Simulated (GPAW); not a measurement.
```
ZnS
1.0
    3.80895     0.00000     0.00000
   -1.90447     3.29865     0.00000
    0.00000     0.00000    12.45260
Zn S
4 4
Cartesian
  1.90448   1.09955   9.33858
  0.00000   2.19910   3.11228
  0.00000   0.00000   6.22630
  0.00000   0.00000   0.00000
  1.90448   1.09955  11.67718
  0.00000   2.19910   5.45088
  0.00000   0.00000   8.55917
  0.00000   0.00000   2.33287
```

Method of the run: PBE, GPAW PAW datasets PBE (gpaw-data 1.0.1) (plane waves; GPAW).

The set-up and first iterations of a GPAW log for ZnS (P6_3mc, 8 atoms in the cell):

```
Input parameters:
  convergence: {bands: -6,
                forces: 0.001}
  kpts: {gamma: True,
         size: (5, 5, 2)}
  maxiter: 150
  mode: {ecut: 800,
         name: pw}
  nbands: -8
  occupations: {name: methfessel-paxton,
                order: 0,
                width: 0.01}
  symmetry: {symmorphic: False,
             tolerance: 0.0005}
  xc: PBE

species:
  Zn:
    name: Zinc
    Z: 30.0
    valence: 12
    core: 18
    charge: 0.0
    file: Zn.PBE.gz

    # Using partial waves for Zn as LCAO basis

  S:
    name: Sulfur
    Z: 16.0
    valence: 6
    core: 10
    charge: 0.0
    file: S.PBE.gz

    # Using partial waves for S as LCAO basis

Reference energy: -238875.786202  # eV

Spin-paired calculation

Convergence criteria:
 Maximum [total energy] change in last 3 cyles: 0.0005 eV / valence electron
 Maximum integral of absolute [dens]ity change: 0.0001 electrons / valence electron
   [... lines left out ...]
  External potential:
    NoExternalPotential

XC parameters: PBE with 2 nearest neighbor stencil

Number of atoms: 8
Number of atomic orbitals: 52
Number of bands in calculation: 44
Number of valence electrons: 72
Bands to converge: 38

Density initialized from atomic densities
  44 bands from LCAO basis set

Atomic positions and initial magnetic moments

Positions:
   0 Zn     1.904477    1.099548    9.338578    ( 0.0000,  0.0000,  0.0000)
   1 Zn    -0.000002    2.199099    3.112278    ( 0.0000,  0.0000,  0.0000)
   2 Zn     0.000000    0.000000    6.226300    ( 0.0000,  0.0000,  0.0000)
   3 Zn     0.000000    0.000000    0.000000    ( 0.0000,  0.0000,  0.0000)
   4 S      1.904477    1.099548   11.677177    ( 0.0000,  0.0000,  0.0000)
   5 S     -0.000002    2.199099    5.450877    ( 0.0000,  0.0000,  0.0000)
   6 S      0.000000    0.000000    8.559170    ( 0.0000,  0.0000,  0.0000)
   7 S      0.000000    0.000000    2.332870    ( 0.0000,  0.0000,  0.0000)

Unit cell:
           periodic     x           y           z      points  spacing
  1. axis:    yes    3.808950    0.000000    0.000000    25     0.1319
  2. axis:    yes   -1.904475    3.298647    0.000000    25     0.1319
  3. axis:    yes    0.000000    0.000000   12.452600    84     0.1482

  Lengths:   3.808950   3.808950  12.452600
  Angles:   90.000000  90.000000 120.000003

Effective grid spacing dv^(1/3) = 0.1439
     iter     time        total  log10-change:
                         energy   eigst   dens  force
iter:   1 --:--:--   -28.217791   +0.73
iter:   2 --:--:--   -28.481031   +0.31  -1.17
iter:   3 --:--:--   -27.749798   -0.43  -1.20
iter:   4 --:--:--   -27.649145   -1.02  -1.41
iter:   5 --:--:--   -27.697406   -1.62  -1.60
iter:   6 --:--:--   -27.672464   -2.05  -2.48
iter:   7 --:--:--   -27.706954c  -2.42  -2.68
iter:   8 --:--:--   -27.657231   -2.26  -2.50
iter:   9 --:--:--   -27.658444   -2.99  -3.15
iter:  10 --:--:--   -27.663044c  -3.11  -2.99
iter:  11 --:--:--   -27.665826c  -3.69  -3.05
iter:  12 --:--:--   -27.664605c  -4.47  -2.95
iter:  13 --:--:--   -27.666058c  -4.75  -2.97
iter:  14 --:--:--   -27.666729c  -5.24  -2.90
```

Question: Will this run converge, and how will it end?

Answer: The run converged in 31 iterations. Its thresholds were met; that alone does not show that basis and mesh suffice. It ends on: free energy E − TS (from the program's reference atoms) -27.6588 eV; top of the valence band (on the code's own zero) 3.86 eV; gap on the k-point mesh 2.18 eV; pressure 2.40 GPa; largest force (vector length) 0.019 eV/Å. The log goes on:

```
   [... 3 lines left out ...]
iter:  18 --:--:--   -27.658774c  -4.82  -3.51
iter:  19 --:--:--   -27.658778c  -5.26  -3.55
iter:  20 --:--:--   -27.658763c  -6.04  -3.62
iter:  21 --:--:--   -27.658818c  -5.06  -3.63
iter:  22 --:--:--   -27.658777c  -5.03  -4.01c
iter:  23 --:--:--   -27.658765c  -6.53  -4.26c
iter:  24 --:--:--   -27.658761c  -6.03  -4.36c
iter:  25 --:--:--   -27.658769c  -5.95  -4.44c
iter:  26 --:--:--   -27.658762c  -6.05  -4.42c
iter:  27 --:--:--   -27.658762c  -6.90  -4.60c
iter:  28 --:--:--   -27.658762c  -7.33  -4.69c
iter:  29 --:--:--   -27.658761c  -6.89  -4.83c
iter:  30 --:--:--   -27.658761c  -8.13c -5.18c
iter:  31 --:--:--   -27.658761c  -7.86c -5.19c -3.11c
Converged after 31 iterations.

Dipole moment: (0.000000, -0.000000, 7.004000) |e|*Ang

Energy contributions relative to reference atoms: (reference = -238875.786202)

Kinetic:        +46.102299
Potential:      -38.962292
External:        +0.000000
XC:             -35.113211
Entropy (-ST):   +0.000000
Local:           +0.314444
SIC:             +0.000000
--------------------------
Free energy:    -27.658761
Extrapolated:   -27.658761

Showing only first 2 kpts
 Kpt  Band  Eigenvalues  Occupancy
  0    34      3.85780    2.00000
  0    35      3.85781    2.00000
  0    36      6.03566    0.00000
  0    37      7.05486    0.00000

  1    34      3.71147    2.00000
  1    35      3.71147    2.00000
  1    36      6.88428    0.00000
  1    37      6.88428    0.00000

Fermi level: 4.53466

Gap: 2.178 eV
Transition (v -> c):
  (s=0, k=0, n=35, [0.00, 0.00, 0.00]) -> (s=0, k=0, n=36, [0.00, 0.00, 0.00])
No difference between direct/indirect transitions
   [... lines left out ...]
  1 Zn    0.00000   -0.00000    0.01622
  2 Zn    0.00000   -0.00000    0.01192
  3 Zn   -0.00000    0.00000    0.01192
  4 S     0.00000    0.00000   -0.01865
  5 S     0.00000    0.00000   -0.01865
  6 S     0.00000   -0.00000   -0.01161
  7 S     0.00000   -0.00000   -0.01161

Stress tensor:
    -0.015067     0.000000     0.000000
     0.000000    -0.015067     0.000000
     0.000000     0.000000    -0.014773
Stress (GPa, Voigt): [-2.414  -2.414  -2.3669  0.      0.      0.    ]
```

For comparison: a first run was changed to give this one (kpts_shift: 0.5 0.5 0.5 → 0 0 0), and from it to this one the free energy goes up by 3.9 meV/atom, the pressure moves little (2.35 to 2.40 GPa), the largest force goes from 0.011 to 0.019 eV/Å and the gap on the mesh goes from 3.088 to 2.178 eV.

The starting cell comes from a database of computed structures (which also holds hypothetical and non-ambient phases and stackings), without a prior relaxation at this level.

The run was DFT PBE, plane waves, GPAW PAW datasets PBE (gpaw-data 1.0.1). Main settings of its input:

mode: pw
ecut: 800 eV
xc: PBE
kpts: 5 5 2
mesh shift (steps): 0 0 0
occupations.name: methfessel-paxton
occupations.width: 0.01 eV
occupations.order: 0
nbands: -8
convergence.forces: 0.001 eV/Å
convergence.bands: -6
symmetry.symmorphic: false
